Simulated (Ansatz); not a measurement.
**ZnSe, pressure series**

The parent structure is ZnSe in the zinc blende structure (space group F-43m, No. 216).

```
CELL_PARAMETERS angstrom
      0.00000     2.83278     2.83278
      2.83278     0.00000     2.83278
      2.83278     2.83278     0.00000
ATOMIC_POSITIONS crystal
  Zn 0.00000 0.00000 0.00000
  Se 0.25000 0.25000 0.25000
```

Cell and atoms are relaxed at each pressure.

All numbers come from r2SCAN/PAW in Ansatz (a first-principles code), without spin-orbit coupling.

Notes on the quantities. enthalpy: H = E + PV relative to the base's energy; hole mass: degenerate bands, along [100].

```tsv
variant	width of the top valence band	enthalpy	hole mass
base	2.71 eV	–	0.13, 0.60, 0.60 mₑ (at Γ)
pressure −2 GPa	2.56 eV	-0.29 eV/atom	0.13, 0.63, 0.63 mₑ (at Γ)
pressure −1 GPa	…	-0.14 eV/atom	0.13, 0.61, 0.61 mₑ (at Γ)
pressure 0.9 GPa	2.78 eV	+0.13 eV/atom	0.13, 0.59, 0.59 mₑ (at Γ)
pressure 2.1 GPa	2.86 eV	+0.29 eV/atom	0.14, 0.57, 0.57 mₑ (at Γ)
pressure 4.5 GPa	3.01 eV	+0.62 eV/atom	0.14, 0.55, 0.55 mₑ (at Γ)
pressure 9 GPa	3.27 eV	+1.21 eV/atom	0.15, 0.52, 0.52 mₑ (at Γ)
pressure 15 GPa	…	+1.95 eV/atom	…
pressure 22.5 GPa	…	+2.83 eV/atom	0.17, 0.44, 0.44 mₑ (at Γ)
pressure 30 GPa	4.06 eV	+3.67 eV/atom	0.17, 0.42, 0.42 mₑ (at Γ)
```

What belongs in the blanks?


- pressure −1 GPa, width of the top valence band: 2.64 eV
- pressure 15 GPa, width of the top valence band: 3.55 eV
- pressure 15 GPa, hole mass: 0.16, 0.48, 0.48 mₑ (at Γ)
- pressure 22.5 GPa, width of the top valence band: 3.82 eV

The levels and masses belong to the bands next to the band gap. Load acts through the strain it causes; cell and atoms are relaxed under it. Masses are band curvatures over ±0.01 Å⁻¹ around the edge. No phonon test of stability was made. Measured, ZnSe leaves this structure (for rock salt) near 13 GPa (temperature not stated; as listed in M. Köfferlein et al., Hyperfine Interactions (1994)).
